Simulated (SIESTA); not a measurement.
**Several settings converged on a (001) slab of Mg(AlGe)2 (cut from a parent of space group no. 164; 5 atoms in the cell)**

```yaml
crystal:
  lattice:
    - [4.10584, 0.00000, 0.00000]
    - [-2.05292, 3.55576, 0.00000]
    - [0.00000, 0.00000, 18.98041]
  atoms:
    - { symbol: Mg, position: [0.00000, 0.00000, 0.50000] }
    - { symbol: Al, position: [0.66667, 0.33333, 0.63120] }
    - { symbol: Al, position: [0.33333, 0.66667, 0.36880] }
    - { symbol: Ge, position: [0.66667, 0.33333, 0.41325] }
    - { symbol: Ge, position: [0.33333, 0.66667, 0.58675] }
```

Base method: GGA PBEsol, numerical atomic orbitals TZP, PseudoDojo PBEsol standard norm-conserving potentials (rewritten from UPF to PSML) (SIESTA).

Base settings: XC.functional = GGA; XC.authors = PBEsol; potentials = PseudoDojo PBEsol standard; PAO.BasisSize = TZP; PAO.EnergyShift = 0.01 Ry; MeshCutoff = 400 Ry; kgrid.MonkhorstPack = 4 4 1; OccupationFunction = FD; ElectronicTemperature = 1160.45 K; MaxSCFIterations = 150.

Core times come from one kind of shared machine, to one figure; runs under 30 s give none.

**The vacuum**

The mesh stays at the base's, so the ladder's end is converged at best in this setting alone.

Only quantities that move along the ladder and can be compared are tabulated; forces are left out, as grid noise moves with the cell.

```csv
vacuum between outermost atoms (Å),free energy less the last step's (meV/atom),core time / last (rough)
3.0,-111.72,1
5.0,12.02,0.6
7.0,1.24,0.8
14.0,0.09,0.6
30.0,0.00,1
```

Smallest vacuum between outermost atoms (Å) that holds the free energy within 1 meV/atom of the last step, with all finer ones: 14.0; the step before is off by 1.2 meV/atom.

**The k-point mesh**

Only quantities that move along the ladder and can be compared are tabulated.

```csv
kgrid.MonkhorstPack,free energy less the last step's (meV/atom),largest difference of a force vector from the last step's (eV/Å),core time / last (rough)
2 2 1,544.44,1.051,0.7
4 4 1,45.49,0.103,0.4
5 5 1,12.13,0.072,0.5
24 24 1,0.00,0.000,1
```

Coarsest kgrid.MonkhorstPack that holds the free energy within 5 meV/atom: not settled: the last two steps still differ by 12 meV/atom, over half the tolerance, so the ladder does not show it.

Coarsest kgrid.MonkhorstPack that holds the forces within 0.02 eV/Å: not settled: the last two steps still differ by 0.072 eV/Å, over half the tolerance, so the ladder does not show it.

**The cutoff of the real-space grid**

The mesh stays at the base's, so the ladder's end is converged at best in this setting alone.

Only quantities that move along the ladder and can be compared are tabulated.

```tsv
MeshCutoff	free energy less the last step's (meV/atom)	core time / last (rough)
200 Ry (201 Ry used)	-23.05	0.2
240 Ry (249 Ry used)	-12.27	0.2
280 Ry (283 Ry used)	-11.34	0.3
400 Ry (442 Ry used)	-2.16	0.3
800 Ry (805 Ry used)	0.00	1
```

Coarsest MeshCutoff that holds the free energy within 5 meV/atom of the last step, with all finer ones: 400 Ry (442 Ry used), at about 0.3 of the last step's time; the step before is off by 11 meV/atom.

Two neighbours can agree and both be off: 240 Ry and 280 Ry differ by 0.92 meV/atom in the free energy, yet lie about 11 meV/atom from the last step.

On the base run: the starting cell comes from a database of computed structures (which also holds hypothetical and non-ambient phases and stackings), without a prior relaxation at this level. The slab is cut from that crystal, and its faces are unrelaxed. Its lattice was rescaled by up to half a per cent. Spin polarisation is off, though cut faces can carry moments; the slab shows no gap. Values carry the incompleteness of an atom-centred basis. Without a gap this mesh is coarse (it stands for a supercell whose shortest in-plane vector is 16 Å).
